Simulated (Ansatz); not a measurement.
**Response to strain in SiO2**

The reference is SiO2 in the rutile structure (space group P4_2/mnm, No. 136).

```cif
data_O4Si2
_chemical_formula_sum 'Si2 O4'
_space_group_name_H-M_alt 'P42/mnm'
_space_group_IT_number 136
_space_group_name_Hall '-P 4n 2n'
_cell_length_a 4.19450
_cell_length_b 4.19450
_cell_length_c 2.67848
_cell_angle_alpha 90.000
_cell_angle_beta 90.000
_cell_angle_gamma 90.000
loop_
_atom_site_label
_atom_site_type_symbol
_atom_site_symmetry_multiplicity
_atom_site_Wyckoff_symbol
_atom_site_fract_x
_atom_site_fract_y
_atom_site_fract_z
_atom_site_occupancy
Si1 Si 2 a 0.00000 0.00000 0.00000 1
O1 O 4 f 0.30606 0.30606 0.00000 1
```

Strains are applied to the cell and any free atomic positions relax.

Level of theory: Kohn–Sham DFT with the PBEsol functional, run in Ansatz (a quantum-chemistry and plane-wave program) with PAW and 420 eV plane waves, no SOC.

Notes on the quantities. pressure: mean of the normal stresses, compression positive.

| isotropic strain (%) | pressure (GPa) |
|---|---|
| -3 | 33.3 |
| -2.4 | ? |
| -1.8 | 18.3 |
| -1.2 | 11.7 |
| -0.6 | 5.6 |
| 0 | 0.0 |

Q: Fit P = P₀ − Bδ + Cδ² with δ = (1 + ε)³ − 1 to the rows shown and predict the withheld row.

A: Least squares on the printed values gives P₀ = 0.0 GPa, B = 291 GPa (at held cell shape), C = 1030 GPa (largest residual 0.1 GPa); this predicts 25.6 GPa, and the run gives 25.5 GPa, in agreement.

Whether these cells are dynamically stable was not tested.
